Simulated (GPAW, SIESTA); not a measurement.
A GPAW input for a self-consistent single point of Ti2SnC (P6_3/mmc, 8 atoms in the cell) (DFT LDA (Perdew-Wang 92), plane waves, GPAW PAW datasets LDA (gpaw-data 1.0.1)):

```python
from ase import Atoms
from ase.units import GPa
from gpaw import GPAW

atoms = Atoms(['Ti', 'Ti', 'Ti', 'Ti', 'Sn', 'Sn', 'C', 'C'],
              cell=[[3.122617, 0.000000, 0.000000],
                    [-1.561309, 2.704266, 0.000000],
                    [0.000000, 0.000000, 13.489772]],
              scaled_positions=[[0.333333, 0.666667, 0.081340],
                                [0.666667, 0.333333, 0.918660],
                                [0.666667, 0.333333, 0.581340],
                                [0.333333, 0.666667, 0.418660],
                                [0.333333, 0.666667, 0.750000],
                                [0.666667, 0.333333, 0.250000],
                                [0.000000, 0.000000, 0.000000],
                                [0.000000, 0.000000, 0.500000]],
              pbc=True)

calc = GPAW(mode={'name': 'pw', 'ecut': 950},
            xc='LDA',
            kpts={'size': (8, 8, 2), 'gamma': True},
            occupations={'name': 'fermi-dirac', 'width': 0.05},
            nbands=-14,
            convergence={'forces': 0.001},
            symmetry={'symmorphic': False, 'tolerance': 0.0005},
            maxiter=150)

atoms.calc = calc

energy = atoms.get_potential_energy()
print('Energy (eV):', round(energy, 6))
forces = atoms.get_forces()
print('Forces (eV/Ang):')
print(forces.round(5))
stress = atoms.get_stress()
print('Stress (GPa, Voigt):', (stress / GPa).round(4))
```

### Question
Write the same calculation as an input for SIESTA.

### Answer
This is the input that was run; spellings and numerical settings could be chosen otherwise.

```
# files in the folder: Ti.psml Sn.psml C.psml (PseudoDojo LDA standard)
SystemName  Ti2SnC
SystemLabel ti2snc

NumberOfAtoms                8
NumberOfSpecies              3
%block ChemicalSpeciesLabel
  1 22 Ti
  2 50 Sn
  3 6 C
%endblock ChemicalSpeciesLabel
LatticeConstant              3.122617 Ang
%block LatticeVectors
     1.000000000    0.000000000    0.000000000
    -0.500000160    0.866025516    0.000000000
     0.000000000    0.000000000    4.320021315
%endblock LatticeVectors
AtomicCoordinatesFormat      ScaledCartesian
%block AtomicCoordinatesAndAtomicSpecies
    -0.000000607    0.577350633    0.351390534  1
     0.500000447    0.288674883    3.968630782  1
     0.500000447    0.288674883    2.511401192  1
    -0.000000607    0.577350633    1.808620124  1
    -0.000000607    0.577350633    3.240015987  2
     0.500000447    0.288674883    1.080005329  2
     0.000000000    0.000000000    0.000000000  3
     0.000000000    0.000000000    2.160010658  3
%endblock AtomicCoordinatesAndAtomicSpecies

XC.functional                LDA
XC.authors                   PW92
PAO.BasisSize                DZP
PAO.EnergyShift              0.01 Ry
MeshCutoff                   400 Ry
%block kgrid.MonkhorstPack
    8   0   0  0.0
    0   8   0  0.0
    0   0   2  0.0
%endblock kgrid.MonkhorstPack
OccupationFunction           FD
ElectronicTemperature        0.05 eV

MaxSCFIterations             150
SCF.Mixer.Method             Pulay
SCF.Mixer.Weight             0.25
SCF.Mixer.History            6
SCF.DM.Tolerance             1.0E-04
Diag.ParallelOverK           true
WriteForces                  true
Charge.Mulliken              end
```

Basis, cutoffs, solver keys and any potentials are the target program's own. This input uses DFT, LDA PW92, numerical atomic orbitals DZP, PseudoDojo LDA standard norm-conserving potentials (rewritten from UPF to PSML). LDA parametrisations can differ slightly between programs.

The starting cell comes from a database of computed structures (which also holds hypothetical and non-ambient phases and stackings), without a prior relaxation at this level. Its lattice was rescaled by a random factor within 2.5 % of one.
